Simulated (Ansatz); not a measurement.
Given:

```
SiS2
1.0
    0.00000     0.00000    -5.54334
   -6.00851     0.00000     0.00000
    3.00425     5.12100     2.77167
S Si
4 2
Direct
  0.88852   0.08055   0.77704
  0.38852   0.69649   0.77704
  0.61148   0.30351   0.22296
  0.11148   0.91945   0.22296
  0.25000   0.00000   0.00000
  0.75000   0.00000   0.00000
```

No spin polarisation.

Calculations: Kohn–Sham DFT with the r2SCAN functional, run in Ansatz (a quantum-chemistry and plane-wave program) with PAW and 500 eV plane waves, without spin-orbit coupling. Γ-centred 8×8×8 mesh, Fermi–Dirac width 0.05 eV.

Q: What pressure (mean of the normal stresses, compression positive) does the calculation give?

A: -0.18 GPa.

Q: What band gap does the calculation give?

A: 3.40 eV.

Q: Predict the gap character.

A: Indirect, Σ₀–Γ (22 % along) → G₀–X (25 % along).

A biaxial case was relaxed in a doubled cell and then solved in the primitive one. The cells carry an imposed strain or load. Stability against distortions was not tested. The cell was made from SiS2 (space group Ibam, No. 72; made of chains) by this change: biaxial strain +3.54 %, plane normal [001], relaxed out of plane. No dispersion term is included, though the crystal is made of layers, chains or molecules, so its spacings can come out too wide.
